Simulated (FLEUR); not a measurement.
FLEUR is run on LuPd (Pm-3m, 2 atoms in the cell), and the run fails. The aim is a self-consistent single point with DFT, LDA (Vosko-Wilk-Nusair), all-electron FLAPW (FLEUR), scalar-relativistic valence.

The input file:

```xml
# input of inpgen
scf LuPd
&input film=f /
6.3554172982 0.0000000000 0.0000000000
0.0000000000 6.3554172982 0.0000000000
0.0000000000 0.0000000000 6.3554172982
1.0
1.0 1.0 1.0

2
46 0.5000000000 0.5000000000 0.5000000000
71 0.0000000000 0.0000000000 0.0000000000

&comp jspins=1 /
&exco xctyp='vwn' /
&kpt div1=8 div2=8 div3=8 /
&end /
# inp.xml
<?xml version="1.0" encoding="UTF-8" standalone="no"?>
<fleurInput fleurInputVersion="0.39">
   <comment>
      scf LuPd                                                                                            
   </comment>
   <calculationSetup>
      <cutoffs Kmax="3.9" Gmax="11.7" GmaxXC="11.7" numbands="0"/>
      <scfLoop itmax="100" minDistance="0.00001" maxIterBroyd="25" imix="Anderson" alpha="0.05" precondParam="0.0" spinf="2.0"/>
      <coreElectrons ctail="T" frcor="F" kcrel="0" coretail_lmax="0"/>
      <xcFunctional name="vwn" relativisticCorrections="F"/>
      <magnetism jspins="1"/>
      <soc l_soc="F" theta="0.0" phi="0.0" spav="F"/>
      <expertModes spex="0" secvar="F"/>
      <geometryOptimization l_f="T" forcealpha="1.0" forcemix="BFGS" epsdisp="0.00001" epsforce="0.00001"/>
      <ldaU l_linMix="F" mixParam="0.05" spinf="1.0"/>
   </calculationSetup>
   <cell>
      <bzIntegration valenceElectrons="41.0" mode="hist" fermiSmearing="0.00367493">
         <kPointListSelection listName="default-1"/>
         <!-- k-points included here -->
         <xi:include xmlns:xi="http://www.w3.org/2001/XInclude" href="kpts.xml"> </xi:include>
      </bzIntegration>
      <!-- symmetry operations included here -->
      <xi:include xmlns:xi="http://www.w3.org/2001/XInclude" href="sym.xml"> </xi:include>
      <bulkLattice scale="1.0">
         <bravaisMatrix>
            <row-1>    6.3554172981999999     0.0000000000000000     0.0000000000000000</row-1>
            <row-2>    0.0000000000000000     6.3554172981999999     0.0000000000000000</row-2>
            <row-3>    0.0000000000000000     0.0000000000000000     6.3554172981999999</row-3>
         </bravaisMatrix>
      </bulkLattice>
   </cell>
   <atomSpecies>
      <species name="Palladium (Pd)" element="Pd" atomicNumber="46">
         <mtSphere radius="2.57" gridPoints="885" logIncrement="0.015"/>
         <atomicCutoffs lmax="10" lnonsphr="8"/>
         <electronConfig flipSpins="F">
            <coreConfig>(1s1/2) (2s1/2) (2p1/2) (2p3/2) (3s1/2) (3p1/2) (3p3/2) (4s1/2) (3d3/2) (3d5/2)</coreConfig>
            <valenceConfig>(4p1/2) (4p3/2) (5s1/2) (4d3/2) (4d5/2)</valenceConfig>
            <stateOccupation state="(5s1/2)" spinUp="0.5" spinDown="0.5"/>
            <stateOccupation state="(4d3/2)" spinUp="1.8" spinDown="1.8"/>
            <stateOccupation state="(4d5/2)" spinUp="2.7" spinDown="2.7"/>
         </electronConfig>
         <energyParameters s="5" p="5" d="4" f="4"/>
         <lo type="SCLO" l="1" n="4" eDeriv="0"/>
      </species>
      <species name="Lutetium (Lu)" element="Lu" atomicNumber="71">
         <mtSphere radius="2.57" gridPoints="885" logIncrement="0.015"/>
         <atomicCutoffs lmax="10" lnonsphr="8"/>
         <electronConfig flipSpins="F">
            <coreConfig>(1s1/2) (2s1/2) (2p1/2) (2p3/2) (3s1/2) (3p1/2) (3p3/2) (4s1/2) (3d3/2) (3d5/2) (4p1/2) (4p3/2) (4d3/2) (4d5/2)</coreConfig>
            <valenceConfig>(5s1/2) (5p1/2) (5p3/2) (6s1/2) (4f5/2) (4f7/2) (5d3/2) (5d5/2)</valenceConfig>
            <stateOccupation state="(5d3/2)" spinUp="0.2" spinDown="0.2"/>
            <stateOccupation state="(5d5/2)" spinUp="0.3" spinDown="0.3"/>
         </electronConfig>
         <energyParameters s="6" p="6" d="5" f="4"/>
         <lo type="SCLO" l="0" n="5" eDeriv="0"/>
         <lo type="SCLO" l="1" n="5" eDeriv="0"/>
      </species>
   </atomSpecies>
   <atomGroups>
      <atomGroup species="Palladium (Pd)">
         <relPos label="                   1">1.000/2.000 1.000/2.000 1.000/2.000</relPos>
         <force calculate="T" relaxXYZ="TTT"/>
      </atomGroup>
      <atomGroup species="Lutetium (Lu)">
         <relPos label="                   2">.0000000000 .0000000000 .0000000000</relPos>
         <force calculate="T" relaxXYZ="TTT"/>
      </atomGroup>
   </atomGroups>
   <output dos="F" band="F" slice="F">
      <checks vchk="F" cdinf="F"/>
      <bandDOS minEnergy="-.5*Htr" maxEnergy="0.5*Htr" sigma="0.015" storeEVData="T"/>
      <vacuumDOS vacdos="F" integ="F" star="F" nstars="0" locx1="0.0" locy1="0.0" locx2="0.0" locy2="0.0" nstm="0" tworkf="0.0"/>
      <unfoldingBand unfoldBand="F" supercellX="1" supercellY="1" supercellZ="1"/>
      <plotting iplot="0" polar="F">
         <plot TwoD="T" vec1="  1.0  0.0  0.0" vec2="  0.0  1.0  0.0" vec3="  0.0  0.0  1.0" zero="  0.0  0.0  0.0" file="plot"/>
      </plotting>
      <chargeDensitySlicing numkpt="0" minEigenval="0.0" maxEigenval="0.0" nnne="0" pallst="F"/>
      <specialOutput eonly="F"/>
      <magneticCircularDichroism mcd="F" energyLo="-10.0" energyUp="0.0"/>
   </output>
  <!-- We include the file relax.xml here to enable relaxations (see documentation) -->
  <xi:include xmlns:xi="http://www.w3.org/2001/XInclude" href="relax.xml"> <xi:fallback/> </xi:include>
</fleurInput>
```

Output (repeated stretches shortened):

```
inp.xml:18: Schemas validity error : Element 'bzIntegration', attribute 'fermiSmearing': The attribute 'fermiSmearing' is not allowed.
      Welcome to FLEUR        (www.flapw.de)
      MaX-Release 8.1          (www.max-centre.eu)
**************FLEUR-Error*****************
Error message: XML document cannot be validated against Schema.
Error occurred in subroutine: xml%ValidateDoc
Hint: If there are no details listed above this message use 'xmllint --xinclude --schema FleurInputSchema.xsd inp.xml'.
Error from PE:0/1
 Last known location:
```

Problem. Read the log: what does the program object to, and what is the fix?

Solution. The fault is a keyword that the program does not know. The program does not know a key of this name. To fix it, use the program's own name for the key. The program stopped before any SCF iteration.

An input that runs soundly differs in these lines (not the only fix; some lines may just follow from the change or write a value another way):
```diff
-      <bzIntegration valenceElectrons="41.0" mode="hist" fermiSmearing="0.00367493">
+      <bzIntegration valenceElectrons="41.0" mode="hist" fermiSmearingEnergy="0.00367493">
```

With that input, the run converged in 17 iterations: free energy E − TS -533745.3327 eV; Fermi level (on the code's own zero) 10.48 eV (DFT, LDA (Vosko-Wilk-Nusair), all-electron FLAPW (FLEUR), scalar-relativistic valence).

On the sound input: the starting cell comes from a database of published, mostly measured structures (it also holds non-ambient and calculated ones), without a prior relaxation at this level. Its lattice was rescaled by a random factor within 2.5 % of one. Spin-orbit coupling is off. Spin polarisation is off. Values depend on the basis (sphere radii, cutoffs, local orbitals), which need not be converged.
